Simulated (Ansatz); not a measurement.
Reference: CsPbCl₃ (Pm-3m), PBEsol with spin-orbit coupling, rigid bands (plane waves, PAW; Ansatz, a first-principles code); axes and stresses refer to this cell.

```
CELL_PARAMETERS angstrom
      5.61822     0.00000     0.00000
      0.00000     5.61822     0.00000
      0.00000     0.00000     5.61822
ATOMIC_POSITIONS crystal
  Cs 0.00000 0.00000 0.00000
  Pb 0.50000 0.50000 0.50000
  Cl 0.00000 0.50000 0.50000
  Cl 0.50000 0.00000 0.50000
  Cl 0.50000 0.50000 0.00000
```

The Seebeck coefficient, p-type 1e19 cm⁻³ comes out as 89 μV/K and the Seebeck coefficient, n-type 1e19 cm⁻³ comes out as -97 μV/K. The hole conductivity mass is 0.146 mₑ.

**Question.** Change: uniaxial stress along [111] of -2 GPa (compression positive). What happens to Seebeck coefficient, p-type 1e19 cm⁻³, Seebeck coefficient, n-type 1e19 cm⁻³, hole conductivity mass?

**Answer.** Seebeck coefficient, p-type 1e19 cm⁻³ goes up to 105 μV/K; Seebeck coefficient, n-type 1e19 cm⁻³ rises in size to -112 μV/K; hole conductivity mass goes up to 0.180 mₑ.

Masses are for dilute carriers at 300 K, harmonic means over directions unless an axis is named. Seebeck coefficients are for the stated density at 300 K, with one relaxation time for all states and whether or not that doping can be reached. Stresses and pressures are the targets of the relaxation.  The structure type is held under load, also where the real crystal would transform.

CsPbCl3 (Pm-3m): a high-temperature phase held by its symmetry.
